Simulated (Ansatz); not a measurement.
A self-consistent single point of BW (P1, 8 atoms in the cell) with Ansatz (a quantum-chemistry and plane-wave program).

Computed with PBEsol, PAW files made with PBE (plane waves; Ansatz).

The change in words: atoms moved at random. Reference geometry:
```xyz
8
Lattice="-1.5499 1.5499 8.3761 1.5499 -1.5499 8.3761 1.5499 1.5499 -8.3761" Properties=species:S:1:pos:R:3 pbc="T T T"
B      1.5499     0.0000     6.8066
B      0.0000     0.0000    10.9946
B      0.0000     0.0000     5.7575
B      1.5499     0.0000     1.5695
W      0.0000     1.5499     0.8899
W      0.0000     0.0000    13.4540
W      0.0000     0.0000     3.2982
W      0.0000     1.5499     7.4862
```

Reference input (self-consistent single point, DFT, PBEsol, plane waves, PAW files made with PBE): kpoints.mp_grid.grid = 7 7 7; hamiltonian.xc = pbesol; hamiltonian.pseudopotentials = {kind: paw} (an earlier, softer set of the program's PAW files); scf.occupations.method = fermi_dirac; scf.occupations.width = 0.0073 Ry. This run's input differs from it in these lines:

Ansatz 0.2 input:
```diff
@@ -6,10 +6,10 @@
   atoms:
-    - { symbol: B, position_ang: [1.549904, 0.000000, 6.806552] }
-    - { symbol: B, position_ang: [0.000000, -0.000000, 10.994581] }
-    - { symbol: B, position_ang: [-0.000000, 0.000000, 5.757535] }
-    - { symbol: B, position_ang: [1.549904, -0.000000, 1.569506] }
-    - { symbol: W, position_ang: [0.000000, 1.549904, 0.889872] }
-    - { symbol: W, position_ang: [-0.000000, 0.000000, 13.453959] }
-    - { symbol: W, position_ang: [0.000000, -0.000000, 3.298157] }
-    - { symbol: W, position_ang: [-0.000000, 1.549904, 7.486186] }
+    - { symbol: B, position_ang: [1.509431, 0.018600, 6.825943] }
+    - { symbol: B, position_ang: [0.001511, 0.004127, 10.996248] }
+    - { symbol: B, position_ang: [-0.029609, 0.032660, 5.786332] }
+    - { symbol: B, position_ang: [1.563025, -0.032762, 1.545936] }
+    - { symbol: W, position_ang: [0.015665, 1.520870, 0.888792] }
+    - { symbol: W, position_ang: [0.014826, 0.005583, 13.457444] }
+    - { symbol: W, position_ang: [0.033191, 0.007537, 3.301331] }
+    - { symbol: W, position_ang: [-0.008233, 1.543190, 7.454340] }
 kpoints:
```

Log, with long lists cut:

```
SCF iter   1: F=—  HF=-41648.279284 eV  |F-HF|=—  |Δ(HF+E_count)|=         —  Δρ=9.59e-2  dr2=1.42e1  ethr=3.10e-3  ⟨swp⟩=5.6  Hψ=28899  notcnv=0
all-band conjugate gradients solve this SCF's bands
preconditioner: auto → Kerker (q_TF=auto, 2.653 Å⁻¹)
SCF iter   2: F=—  HF=-41645.117666 eV  |F-HF|=—  |Δ(HF+E_count)|=    3.16e0  Δρ=4.26e-2  dr2=2.72e0  ethr=3.10e-3  ⟨swp⟩=3.0  Hψ=13968  notcnv=0  defer=33
   [... lines left out ...]
SCF iter   5: F=—  HF=-41644.358098 eV  |F-HF|=—  |Δ(HF+E_count)|=   8.92e-5  Δρ=2.30e-4  dr2=7.87e-5  ethr=9.49e-7  ⟨swp⟩=2.0  Hψ=10177  notcnv=0
SCF iter   6: F=—  HF=-41644.358081 eV  |F-HF|=—  |Δ(HF+E_count)|=   1.67e-5  Δρ=8.13e-5  dr2=1.17e-5  ethr=1.16e-7  ⟨swp⟩=2.0  Hψ=9801  notcnv=0
SCF iter   7: F=—  HF=-41644.358079 eV  |F-HF|=—  |Δ(HF+E_count)|=   1.73e-6  Δρ=2.07e-5  dr2=3.59e-7  ethr=1.73e-8  ⟨swp⟩=2.0  Hψ=8870  notcnv=0
SCF iter   8: F=-41644.358079 eV  HF=-41644.358079 eV  |F-HF|=6.44e-8  |Δ(HF+E_count)|=   7.15e-8  Δρ=5.99e-6  dr2=7.19e-8  ethr=1.47e-10  ⟨swp⟩=6.2  Hψ=27616  notcnv=0
SCF 1 converged in 8 iterations: F = -41644.358079 eV  dr2 = 7.19e-8
Free energy (F): -41644.358079 eV
Internal energy: -41644.281680 eV  (E = F + TS)
E sigma→0 (E₀):  -41644.319880 eV
Entropy (-TS):   -0.076400 eV (-9.550 meV/atom)
Fermi energy:    22.174925 eV
--- Forces (eV/Å), atoms counted from 1 ---
  atom   1  B      0.41286905    -0.34743780    -0.20980545
  atom   2  B      0.36265798    -0.11277388    -0.05541004
  atom   3  B      0.39056231    -0.48490785    -0.46718364
  atom   4  B      0.09770766     0.19326599     0.17761879
  atom   5  W     -0.24335912     0.21307916    -0.10441009
  atom   6  W     -0.38338238     0.29607709    -0.26756124
  atom   7  W     -0.50977156    -0.11067036     0.01139948
  atom   8  W     -0.12727105     0.35336520     0.91528432
--- Stress (GPa, compression-positive) ---
        7.771426      -0.133846       0.015506
       -0.133846       8.187377       0.380169
        0.015506       0.380169       8.176477
  P = ⅓ Tr σ = 8.0451 GPa (80.451 kbar)
  The stress holds the Pulay correction. Without it, at fixed plane waves, as pw.x and ABINIT print it: P = 7.9177 GPa
```

The run converged in 8 iterations. Against the reference run the free energy goes up by 8.8 meV/atom, the pressure goes from 7.49 to 8.05 GPa and the largest force goes from 0.052 to 0.989 eV/Å.

The starting cell comes from a database of computed structures (which also holds hypothetical and non-ambient phases and stackings), without a prior relaxation at this level. Its lattice was rescaled by a random factor within 2.5 % of one. For this run, on top of that: atoms moved at random. Spin polarisation is off. With a pressure of about 8 GPa the cell is away from its equilibrium volume at this level. Ansatz's pressure includes its estimate of the finite-basis (Pulay) stress.

Cost on one core of a shared machine: roughly 40 s.
